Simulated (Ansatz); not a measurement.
Input:

End structure of the (111)A surface of zinc-blende ZnSe, Zn-terminated, 2x2 with 2 H on 4 top atoms (bottom of the slab: 2 H on 4 bottom sites):

```
CELL_PARAMETERS angstrom
      8.10981     0.00000     0.00000
     -4.05491     7.02331     0.00000
      0.00000     0.00000    30.00000
ATOMIC_POSITIONS crystal
  Se 0.99804 0.00211 0.32841
  Se 0.50118 0.99898 0.31292
  Se 0.00123 0.49896 0.31291
  Se 0.49805 0.50214 0.32840
  Zn 0.34832 0.15192 0.34822
  Zn 0.81462 0.18555 0.34755
  Zn 0.31462 0.68558 0.34758
  Zn 0.84832 0.65183 0.34822
  Se 0.33333 0.16667 0.43069
  Se 0.83333 0.16667 0.43069
  Se 0.33333 0.66667 0.43069
  Se 0.83333 0.66667 0.43069
  Zn 0.16667 0.33333 0.45828
  Zn 0.66667 0.33333 0.45828
  Zn 0.16667 0.83333 0.45828
  Zn 0.66667 0.83333 0.45828
  Se 0.16760 0.33445 0.54079
  Se 0.66727 0.33475 0.54083
  Se 0.16675 0.83372 0.54123
  Se 0.66708 0.83337 0.54118
  Zn 0.00147 0.00261 0.56901
  Zn 0.50144 0.00259 0.56879
  Zn 0.99937 0.49850 0.56884
  Zn 0.49938 0.49843 0.56907
  Se 0.00533 0.01044 0.65160
  Se 0.50543 0.01044 0.65143
  Se 0.99352 0.48664 0.65225
  Se 0.49350 0.48675 0.65243
  Zn 0.32129 0.14187 0.69172
  Zn 0.82100 0.14210 0.69172
  Zn 0.33687 0.67357 0.65905
  Zn 0.83697 0.67346 0.65908
  H  0.00447 0.99573 0.27915
  H  0.50442 0.49556 0.27915
  H  0.33096 0.16066 0.74294
  H  0.83035 0.16134 0.74293
```

Set-up: 36 atoms, 13.9 Å thick at the start with caps and adatoms (thin: gaps and levels are the slab's own); mesh 3x3x1; 0.025 eV smearing; dipole correction on; 8 atoms held, the rest relaxed; no symmetry held; no spin, no spin-orbit, no U.

Question: Predict the highest filled level below the top vacuum level from PBE run with Ansatz (a program for electronic structure).

Answer: 6.40 eV

Question: What gap of the slab on its k-mesh does PBE give?

Answer: 1.69 eV
